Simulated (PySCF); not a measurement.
PySCF 2.14.0, unrestricted PBE/def2-svp, df: Cu(F)(OH)(NH3)2 ([NH3]->[Cu](<-[NH3])([OH])[F]), charge 0, multiplicity 2, 12 atoms. The geometry is a generated start, not checked to be a minimum at this level.

| Property | Result |
|---|---|
| task | energy |
| method | pbe |
| basis | def2-svp |
| two-electron scheme | density fitting |
| mol.max_memory | 16000 MB |
| mf.max_cycle | 100 |
| mf.diis_space | 8 (default) |
| mf.grids.level | 3 (default) |
| basis functions | 122 |
| grid points | 145448 |

It runs on a single node (Arm Neoverse V2, 96 cores on 1 socket, no SMT, 1 L3 cache group; 94 cores' worth of CPU time may be used).

Wall times, medians of two to five repeats, each run alone on the node (launch to exit). Processes are pinned to neighbouring cores unless said otherwise. The build: PyPI wheel: OpenMP (GNU), a bundled serial OpenBLAS 0.3.3 under its C layer, NumPy's threaded OpenBLAS held to generic ARMv8 kernels, libcint, Libxc; another build can shift the numbers. Scratch files lie in a memory file system.

All on 16 threads, 1 BLAS thread. Base settings, kept where nothing else is said: mf.conv_tol = 1e-09 (default), mf.init_guess = minao (default), mf.DIIS = CDIIS (default). The candidates, on 16 cores each, agree within 1.0 meV/atom in energy, 0.050 in <S²>:
A. mf.DIIS = ADIIS
B. mf.conv_tol = 1e-05 Hartree
C. the base settings
D. mf.init_guess = 1e
E. mf.init_guess = huckel

Problem. Which would you take for the shortest time to solution?

Solution. B (mf.conv_tol = 1e-05 Hartree), 4.0 s. At the other end D takes 2.4× as long.

```json
[
 {"candidate": "B", "wall time": "4.0 s", "repeats": "3 runs within 1 %", "Fock builds (products with the orbital Hessian counted alike)": "15"},
 {"candidate": "C", "wall time": "4.9 s", "repeats": "3 runs within 1 %", "Fock builds (products with the orbital Hessian counted alike)": "19"},
 {"candidate": "E", "wall time": "5.5 s", "repeats": "3 runs within 1 %", "Fock builds (products with the orbital Hessian counted alike)": "22"},
 {"candidate": "A", "wall time": "8.0 s", "repeats": "3 runs within 1 %", "Fock builds (products with the orbital Hessian counted alike)": "32"},
 {"candidate": "D", "wall time": "9.5 s", "repeats": "2 runs within 1 %", "Fock builds (products with the orbital Hessian counted alike)": "40"}
]
```

From the slowest to the fastest: The largest move is in exchange-correlation on the grid (vxc): 7.6 s to 2.8 s. The count of Fock builds goes from 40 to 15.
